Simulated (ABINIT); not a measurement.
## Worked example: self-consistent single point of CdSe (F-43m, 2 atoms in the cell) in ABINIT

Level of theory: PBE, PAW (JTH v2.0 PBE PAW) (plane waves; ABINIT 10.0.3).

Input as run:

```
# CdSe, JTH v2.0 PBE PAW
pp_dirpath "./"
pseudos "Cd.GGA_PBE-JTH.xml, Se.GGA_PBE-JTH.xml"
acell 3*1.0 Angstrom
rprim
        -0.0000000000    3.0250000000    3.0250000000
         3.0250000000   -0.0000000000    3.0250000000
         3.0250000000    3.0250000000   -0.0000000000
natom 2
ntypat 2
znucl 48 34
typat 1 2
xcart
         0.0000000000    0.0000000000    0.0000000000
         2.8582107635    2.8582107635    2.8582107635
ecut 20 Ha
pawecutdg 40 Ha
pawxcdev 0
occopt 3
tsmear 0.00183747
nband 14
kptopt 1
ngkpt 9 9 9
nshiftk 1
shiftk 0 0 0
nstep 50
toldfe 1.0e-09
prtwf 0
prtden 0
prtvol 1
```

Log, with long lists cut:

```
 Symmetries : space group F-4 3 m (#216); Bravais cF (face-center cubic)

 -outvars: echo values of preprocessed input variables --------
            acell      1.8897261329E+00  1.8897261329E+00  1.8897261329E+00 Bohr
             ecut      2.00000000E+01 Hartree
              ixc     -101130
         kptrlatt        9    0    0      0    9    0      0    0    9
          kptrlen      7.27581680E+01
            natom           2
            nband          14
            ngfft          36      36      36
          ngfftdg          48      48      48
             nkpt          35
            nstep          50
             nsym          24
           ntypat           2
           occopt           3
        pawecutdg      4.00000000E+01 Hartree
         pawxcdev           0
            rprim     -0.0000000000E+00  3.0250000000E+00  3.0250000000E+00
                       3.0250000000E+00 -0.0000000000E+00  3.0250000000E+00
                       3.0250000000E+00  3.0250000000E+00 -0.0000000000E+00
          spgroup         216
           toldfe      1.00000000E-09 Hartree
           tsmear      1.83747000E-03 Hartree
            typat      1  2
           useylm           1
             xred      0.0000000000E+00  0.0000000000E+00  0.0000000000E+00
                       2.5000000000E-01  2.5000000000E-01  2.5000000000E-01
            znucl       48.00000   34.00000

== DATASET  1 ==================================================================

 Real(R)+Recip(G) space primitive vectors, cartesian coordinates (Bohr,Bohr^-1):
 R(1)=  0.0000000  5.7164216  5.7164216  G(1)= -0.0874673  0.0874673  0.0874673
 R(2)=  5.7164216  0.0000000  5.7164216  G(2)=  0.0874673 -0.0874673  0.0874673
 R(3)=  5.7164216  5.7164216  0.0000000  G(3)=  0.0874673  0.0874673 -0.0874673
 Unit cell volume ucvol=  3.7359645E+02 bohr^3
 Angles (23,13,12)=  6.00000000E+01  6.00000000E+01  6.00000000E+01 degrees

 Coarse grid specifications (used for wave-functions):

 getcut: wavevector=  0.0000  0.0000  0.0000  ngfft=  36  36  36
         ecut(hartree)=     20.000   => boxcut(ratio)=   2.21199

 Fine grid specifications (used for densities):

 getcut: wavevector=  0.0000  0.0000  0.0000  ngfft=  48  48  48
         ecut(hartree)=     40.000   => boxcut(ratio)=   2.08548

   1.02651429E+03                                ecore*ucvol(ha*bohr**3)

_setup2: Arith. and geom. avg. npw (full set) are    1595.966    1595.947

--- !BeginCycle
solver: {iscf: 17, nstep: 50, nline: 4, wfoptalg: 10, }
tolerances: {toldfe: 1.00E-09, }
...

     iter   Etot(hartree)      deltaE(h)  residm     nres2
 ETOT  1  -57.113061732423    -5.711E+01 8.637E-02 3.693E+00
 ETOT  2  -57.173839436009    -6.078E-02 8.892E-02 8.228E-01
 ETOT  3  -57.195135930123    -2.130E-02 1.364E-01 4.000E+03
 ETOT  4  -57.172888316685     2.225E-02 1.068E-01 1.821E-01
 ETOT  5  -57.173025266631    -1.369E-04 4.176E-03 1.184E-01
 ETOT  6  -57.173155886626    -1.306E-04 1.949E-03 1.237E-01
   [... 23 lines left out ...]
 ETOT 30  -57.174795354359     6.624E-08 1.272E-02 3.876E-06
 ETOT 31  -57.174795425456    -7.110E-08 2.096E-02 1.044E-07
 ETOT 32  -57.174795427528    -2.072E-09 2.547E-02 1.509E-08
 ETOT 33  -57.174795427729    -2.008E-10 1.997E-02 2.632E-10
 ETOT 34  -57.174795427732    -3.418E-12 3.632E-02 8.016E-11

 At SCF step   34, etot is converged :
  for the second time, diff in etot=  3.418E-12 < toldfe=  1.000E-09

 Cartesian components of stress tensor (hartree/bohr^3)
  sigma(1 1)= -1.28337778E-04  sigma(3 2)=  0.00000000E+00
  sigma(2 2)= -1.28337778E-04  sigma(3 1)=  0.00000000E+00
  sigma(3 3)= -1.28337778E-04  sigma(2 1)=  0.00000000E+00

 ----iterations are completed or convergence reached----

 reduced coordinates (array xred) for    2 atoms
       0.000000000000      0.000000000000      0.000000000000
       0.250000000000      0.250000000000      0.250000000000
 cartesian forces (eV/Angstrom) at end:
    1      0.00000000000000    -0.00000000000000     0.00000000000000
    2     -0.00000000000000     0.00000000000000    -0.00000000000000
 frms,max,avg= 2.6761436E-29 3.7846386E-29   0.000E+00  0.000E+00  0.000E+00 e/A
 length scales=  1.889726132886  1.889726132886  1.889726132886 bohr
              =  1.000000000000  1.000000000000  1.000000000000 angstroms
 Fermi (or HOMO) energy (hartree) =   0.07310   Average Vxc (hartree)=  -0.32479
 Eigenvalues (hartree) for nkpt=  35  k points:
 kpt#   1, nband= 14, wtk=  0.00137, kpt=  0.0000  0.0000  0.0000 (reduced coord)
  -0.40654   -0.23373   -0.23373   -0.23373   -0.21936   -0.21936    0.05986    0.05986
   0.05986    0.08313    0.27797    0.27797    0.27797    0.43157
      occupation numbers for kpt#   1
   2.00000    2.00000    2.00000    2.00000    2.00000    2.00000    1.99851    1.99851
   1.99851    0.00848    0.00000    0.00000    0.00000    0.00000
 prteigrs : prtvol=0 or 1, do not print more k-points.

--- !EnergyTerms
comment             : Components of total free energy in Hartree
kinetic             :  1.62519745865619E+01
hartree             :  1.47514146148795E+01
xc                  : -9.53589305037639E+00
Ewald energy        : -4.11426075067376E+01
psp_core            :  2.74765537074761E+00
local_psp           : -4.46252297677988E+01
spherical_terms     :  4.37788790986021E+00
internal            : -5.71747978428635E+01
'-kT*entropy'       : -3.37977309571254E-07
total_energy        : -5.71747981808408E+01
total_energy_eV     : -1.55580538041689E+03
...

-Cartesian components of stress tensor (GPa)         [Pressure=  3.7758E+00 GPa]
- sigma(1 1)= -3.77582715E+00  sigma(3 2)=  0.00000000E+00
- sigma(2 2)= -3.77582715E+00  sigma(3 1)=  0.00000000E+00
- sigma(3 3)= -3.77582715E+00  sigma(2 1)=  0.00000000E+00

 Calculation completed.
```

The run converged in 34 iterations.

The starting cell has typed, rounded lattice constants, without a prior relaxation at this level. With a pressure of about 4 GPa the cell is away from its equilibrium volume at this level.

Cost on one core of a shared machine: roughly 2 min.
